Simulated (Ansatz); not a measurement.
**SnO, pressure series**

Take SnO (space group P4/nmm, No. 129; layered, stacked along the Cartesian z axis) as the base.

```cif
data_O2Sn2
_chemical_formula_sum 'Sn2 O2'
_space_group_name_H-M_alt 'P 1'
_space_group_IT_number 1
_cell_length_a 3.83709
_cell_length_b 3.83709
_cell_length_c 4.75881
_cell_angle_alpha 90.000
_cell_angle_beta 90.000
_cell_angle_gamma 90.000
loop_
_space_group_symop_operation_xyz
  'x, y, z'
loop_
_atom_site_label
_atom_site_type_symbol
_atom_site_fract_x
_atom_site_fract_y
_atom_site_fract_z
_atom_site_occupancy
Sn1 Sn 0.50000 0.00000 0.75657 1
Sn2 Sn 0.00000 0.50000 0.24343 1
O1 O 0.50000 0.50000 0.00000 1
O2 O 0.00000 0.00000 0.00000 1
```

Cell and atoms are relaxed at each pressure.

Method: PBE-D3(BJ), PAW, 420 eV (Ansatz, a first-principles code; no spin-orbit coupling).

```json
[
 {"pressure (GPa)": "-1", "volume per atom (Å³/atom)": "18.137"},
 {"pressure (GPa)": "0", "volume per atom (Å³/atom)": "17.516"},
 {"pressure (GPa)": "0.3", "volume per atom (Å³/atom)": "17.366"},
 {"pressure (GPa)": "0.7", "volume per atom (Å³/atom)": "17.178"},
 {"pressure (GPa)": "1.5", "volume per atom (Å³/atom)": "16.845"},
 {"pressure (GPa)": "3", "volume per atom (Å³/atom)": "16.317"},
 {"pressure (GPa)": "5", "volume per atom (Å³/atom)": "15.764"},
 {"pressure (GPa)": "7.5", "volume per atom (Å³/atom)": "?"},
 {"pressure (GPa)": "10", "volume per atom (Å³/atom)": "14.822"}
]
```

**Question.** Fit the third-order Birch–Murnaghan form P(V) = (3B₀/2)[(V₀/V)^(7/3) − (V₀/V)^(5/3)]·[1 + (3/4)(B₀′ − 4)((V₀/V)^(2/3) − 1)] (squares taken in P) to the rows shown and predict the withheld row.

**Answer.** Least squares on the printed values gives V₀ = 17.519 Å³/atom, B₀ = 32.3 GPa, B₀′ = 7.7; this predicts 15.247 Å³/atom, and the run gives 15.235 Å³/atom, 0.012 lower.

Load acts through the strain it causes; cell and atoms are relaxed under it. No phonon test of stability was made. No other phases were tried under pressure. The final runs are not spin-polarised.
